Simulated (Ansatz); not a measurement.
Functionals compared on a constructed model of the (100) surface of fcc Ir, a pseudomorphic layer of Pd in the host's stacking (bottom of the slab: a bare face, its two planes held), in Ansatz (plane waves, PAW). The structure was relaxed with PBE; the other rows are single points on it. Cutoff 420 eV (500 eV for r2SCAN).

Slab: 7 atoms, 11.9 Å thick at the start; k 14x14x1, smearing 0.1 eV, dipole-corrected; 2 atoms held, the rest relaxed; held to the start's symmetry, so lower structures may exist; no spin, no spin-orbit, no U. It is one candidate, not shown to be the stable structure of the face. These notes are the PBE run's.

| functional | work function of the top face (eV) | rough cost of the single point |
|---|---|---|
| PBE | 4.88 | – |
| RPBE | 4.68 | around 30 core-seconds (rough) |
| r2SCAN | … | about 50 core-seconds (a rough figure) |

What belongs in the gaps?


- r2SCAN, work function of the top face (eV): 4.84

Ansatz is an electronic-structure program.
